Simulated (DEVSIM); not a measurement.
Structure: abrupt Si n-p junction, at 300 K.

Layer 1 from the left is Si, thickness (μm) 4.00, Nd (cm⁻³) 1.1e16, τn (s) 1.5e-7, τp (s) 1.5e-7. Layer 2 from the left is Si, thickness (μm) 44.0, Na (cm⁻³) 2e16, τn (s) 1.5e-7, τp (s) 1.5e-7.

Left contact: ohmic. Right contact: ohmic. Voltage is applied to the left contact. Recombination: SRH at mid-gap, Auger. Mobility is μmin + (μ − μmin)/(1 + (N/Nref)^α).

This is a model device: material constants are rounded textbook-type values typed into the input, and sizes, dopings and lifetimes were drawn at random. Values at 300 K.

Si: gap (eV) 1.124, affinity (eV) 4.05, permittivity 11.7, Nc (cm⁻³) 2.86e19, Nv (cm⁻³) 3.1e19, μn (cm²/Vs) 1417, μp (cm²/Vs) 470, μn,min 52, μp,min 45, Nref,n 9.7e16, Nref,p 2.2e17, αn 0.68, αp 0.72, Cn (cm⁶/s) 2.8e-31, Cp (cm⁶/s) 9.9e-32.

Task: Estimate by hand the built-in potential, the peak field at zero bias, the capacitance at 1.5 V, and compare with a numerical solution.

Result: 
- Built-in potential: ni = √(Nc Nv) exp(−Eg/2kT) = 1.08e10 cm⁻³ with Eg = 1.124 eV; Vbi = kT/q ln(Na Nd/ni²) = 0.731 V; numerical 0.731 V.
- Peak field at zero bias: depletion approximation: W = √(2εVbi/(qN)) = 0.365 μm with N = 7.10e15 cm⁻³; field = 2Vbi/W = 40100 V/cm; numerical 38600 V/cm (estimate above by 3.7 %).
- Capacitance at 1.5 V: C = √(qεN / 2(Vbi + |V|)) = 16.2 nF/cm²; numerical 16.4 nF/cm² (estimate below by 1.2 %).

Model (solved in DEVSIM): 1D drift-diffusion, Boltzmann statistics, complete ionisation; no tunnelling, impact ionisation, image-force lowering or self-heating.
